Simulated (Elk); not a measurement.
A self-consistent single point of PrSb3 (Pm-3m, 4 atoms in the cell) with Elk.

Computed with PBEsol, all-electron FP-LAPW, Elk's shipped species files, default APW+lo basis run with Elk.

```
CELL_PARAMETERS angstrom
      4.84798     0.00000     0.00000
      0.00000     4.84798     0.00000
      0.00000     0.00000     4.84798
ATOMIC_POSITIONS crystal
  Pr 0.00000 0.00000 0.00000
  Sb 0.00000 0.50000 0.50000
  Sb 0.50000 0.00000 0.50000
  Sb 0.50000 0.50000 0.00000
```
Moments meant for the start (each program seeds them in its own way; μB, in the order of the atoms Pr Sb Sb Sb): 2.0 0.0 0.0 0.0.

Reference input (self-consistent single point, DFT, LDA (PW92), all-electron FP-LAPW, Elk's shipped species files, default APW+lo basis): spinpol = true; stype = 0; swidth = 0.00183747 Ha; ngridk = 5 5 5; reducebf = 0.7; nempty = 10 per atom; maxscl = 100; bfcmt = [[0.0, 0.0, -2.0], [0.0, 0.0, 0.0], [0.0, 0.0, 0.0], [0.0, 0.0, 0.0]]. This run's input differs from it in these lines:

```diff
@@ -2,2 +2,5 @@
   0
+
+xctype
+  22
```

Output (repeated stretches shortened):

```
│ Self-consistent loop started │
│ Loop number : 1 │
 total energy                :     -28612.8040055
 total moment                :   0.4898080343
│ Loop number : 2 │
 total energy                :     -28615.0253342
 total moment                :   0.4943627725
RMS change in Kohn-Sham potential (target) :    1.368859446     (  0.1000000000E-05)
Absolute change in total energy (target)   :    2.221328741     (  0.1000000000E-03)
│ Loop number : 3 │
 total energy                :     -28618.1021902
 total moment                :   0.4956251451
RMS change in Kohn-Sham potential (target) :    1.327357738     (  0.1000000000E-05)
   [... lines left out ...]
│ Loop number : 98 │
 total energy                :     -28682.1062598
 total moment                :   -2.351615028
RMS change in Kohn-Sham potential (target) :   0.3558559218E-04 (  0.1000000000E-05)
Absolute change in total energy (target)   :   0.4940510076E-02 (  0.1000000000E-03)
│ Loop number : 99 │
 total energy                :     -28682.1081743
 total moment                :   -2.351624746
RMS change in Kohn-Sham potential (target) :   0.1577383983E-04 (  0.1000000000E-05)
Absolute change in total energy (target)   :   0.6794004221E-03 (  0.1000000000E-03)
│ Loop number : 100 │
Reached self-consistent loops maximum

Energies :
 Fermi                       :     0.279424141311
 xc effective B-field        :    -0.595884850043E-01
 external B-field            :      0.00000000000
 total energy                :     -28682.1134775
 (external B-field energy excluded from total)

Density of states at Fermi energy :    619.9611586
 (states/Hartree/unit cell)

   [... lines left out ...]
Estimated indirect band gap :   0.6200476041E-03
Estimated direct band gap   :   0.1038192664E-02
   [... lines left out ...]
  species :    2 (Sb)
   atom    1                 :    48.92860920     (  0.7897017824E-03)
   atom    2                 :    48.92860920     (  0.7897017824E-03)
   atom    3                 :    48.92860920     (  0.7897017824E-03)
 total in muffin-tins        :    203.5359301
 total calculated charge     :    211.9943263
 total charge                :    212.0000000
 error                       :   0.5673654956E-02

Moments :
 interstitial                :  -0.1442617552
 muffin-tins
  species :    1 (Pr)
   atom    1                 :   -2.198516929
  species :    2 (Sb)
   atom    1                 :  -0.2956565476E-02
   atom    2                 :  -0.2956565476E-02
   atom    3                 :  -0.2956565476E-02
 total in muffin-tins        :   -2.207386625
 total moment                :   -2.351648380

│ Self-consistent loop stopped │
```

The run ended unconverged after 100 iterations. 

The starting cell comes from a database of computed structures (which also holds hypothetical and non-ambient phases and stackings), without a prior relaxation at this level. Spin-orbit coupling is off. Values depend on the basis (sphere radii, cutoffs, local orbitals), which need not be converged.

Cost on one core of a shared machine: roughly 2 min.
